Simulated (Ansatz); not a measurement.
Start from CaCd2P2 (space group P-3m1, No. 164; a = 4.2468 Å, c = 6.9293 Å).

The values are results of Ansatz (a program for electronic structure) PBEsol, without spin-orbit coupling, not measurements.

One change was made to it. Results:

```csv
quantity,base,after
smallest direct gap,0.88 eV,1.32 eV
"valence-band top at Γ (three highest levels, from the VBM)","0.00, 0.00, -0.11 eV","0.00, 0.00, -0.98 eV"
band gap,0.88 eV,0.32 eV
lattice parameter a,4.247 Å,3.757 Å
```

**Question.** What was done to the base?
(A) pressure 75 GPa
(B) pressure 30 GPa
(C) pressure 7 GPa

**Answer.** A, pressure 75 GPa. For comparison, the band gap in the other runs: pressure 30 GPa gives 0.86 eV; pressure 7 GPa gives 1.14 eV.

Load acts through the strain it causes; cell and atoms are relaxed under it. Whether these cells are dynamically stable was not tested. No other phases were tried under pressure.
